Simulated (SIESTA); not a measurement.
Input and output of a self-consistent single point for Ti (P6_3/mmc, 2 atoms in the cell) (SIESTA).

Computed with GGA PBE, numerical atomic orbitals DZP, PseudoDojo PBE standard norm-conserving potentials (rewritten from UPF to PSML) in SIESTA.

```xyz
2
Lattice="2.8929 0.0000 0.0000 -1.4464 2.5053 0.0000 0.0000 0.0000 4.5731" Properties=species:S:1:pos:R:3 pbc="T T T"
Ti     0.0000     1.6702     1.1433
Ti     1.4464     0.8351     3.4298
```

Reference input (self-consistent single point, DFT, GGA PBEsol, numerical atomic orbitals DZP, PseudoDojo PBEsol standard norm-conserving potentials (rewritten from UPF to PSML)): XC.functional = GGA; XC.authors = PBEsol; potentials = PseudoDojo PBEsol standard; PAO.BasisSize = DZP; PAO.EnergyShift = 0.01 Ry; MeshCutoff = 300 Ry; kgrid.MonkhorstPack = 11 11 6; OccupationFunction = FD; ElectronicTemperature = 0.1 eV; MaxSCFIterations = 150; SCF.Mixer.Method = Pulay; SCF.Mixer.Weight = 0.25. This run's input differs from it in these lines:

```diff
@@ -1,2 +1,2 @@
-# files in the folder: Ti.psml (PseudoDojo PBEsol standard)
+# files in the folder: Ti.psml (PseudoDojo PBE standard)
 SystemName  Ti
@@ -22,3 +22,3 @@
 XC.functional                GGA
-XC.authors                   PBEsol
+XC.authors                   PBE
 PAO.BasisSize                DZP
```

The program printed (abridged):

```
        iscf     Eharris(eV)        E_KS(eV)     FreeEng(eV)     dDmax    Ef(eV) dHmax(eV)
   scf:    1    -3208.022394    -3227.025863    -3227.076708  1.478892 -4.718931  5.826463
   scf:    2    -3229.589408    -3228.440251    -3228.503785  0.121868 -5.286558  2.792663
   scf:    3    -3229.026946    -3228.861022    -3228.936577  0.105508 -5.851524  0.097473
   scf:    4    -3228.862781    -3228.862358    -3228.937278  0.004570 -5.818424  0.066658
   scf:    5    -3228.862268    -3228.862349    -3228.937520  0.006045 -5.829606  0.011018
   scf:    6    -3228.862308    -3228.862333    -3228.937523  0.000770 -5.833852  0.007441
   scf:    7    -3228.862352    -3228.862343    -3228.937524  0.000072 -5.833430  0.004814
   scf:    8    -3228.862366    -3228.862355    -3228.937525  0.000177 -5.832417  0.000123
   scf:    9    -3228.862354    -3228.862354    -3228.937525  0.000042 -5.832423  0.000260
   scf:   10    -3228.862353    -3228.862354    -3228.937525  0.000009 -5.832474  0.000011
SCF Convergence by DM+H criterion
max |DM_out - DM_in|         :     0.0000090454
max |H_out - H_in|      (eV) :     0.0000109305
SCF cycle converged after 10 iterations

Using DM_out to compute the final energy and forces

siesta: E_KS(eV) =            -3228.8624

siesta: E_KS - E_eggbox =     -3228.8624

siesta: Atomic forces (eV/Ang):
     1   -0.000009    0.000006   -0.000000
     2    0.000009   -0.000006   -0.000000
   Tot    0.000000   -0.000000   -0.000000
   Max    0.000009
   Res    0.000006    sqrt( Sum f_i^2 / 3N )
   Max    0.000009    constrained

Stress tensor Voigt[x,y,z,yz,xz,xy] (kbar):      -27.73      -27.70      -47.97       -0.00        0.00        0.03
(Free)E + p*V (eV/cell)    -3228.2246
Target enthalpy (eV/cell)    -3228.9375

siesta: Program's energy decomposition (eV):
siesta: FreeEng =     -3228.937525

   [... lines left out ...]
siesta:    -0.017305    0.000016    0.000000
siesta:     0.000016   -0.017286   -0.000000
siesta:     0.000000   -0.000000   -0.029942

siesta: Cell volume =         33.143548 Ang**3

siesta: Pressure (static):
siesta:                Solid            Molecule  Units
siesta:           0.00023429          0.00023428  Ry/Bohr**3
siesta:           0.02151111          0.02151093  eV/Ang**3
siesta:          34.46460158         34.46430287  kBar
```

The run converged in 10 iterations. Against the reference run the pressure goes from -1.30 to 3.45 GPa.

The starting cell comes from a database of computed structures (which also holds hypothetical and non-ambient phases and stackings), without a prior relaxation at this level. Its lattice was rescaled by a random factor within 2.5 % of one. Spin polarisation is off. Values carry the incompleteness of an atom-centred basis. With a pressure of about 3 GPa the cell is away from its equilibrium volume at this level.

Cost on one core of a shared machine: roughly 30 s.
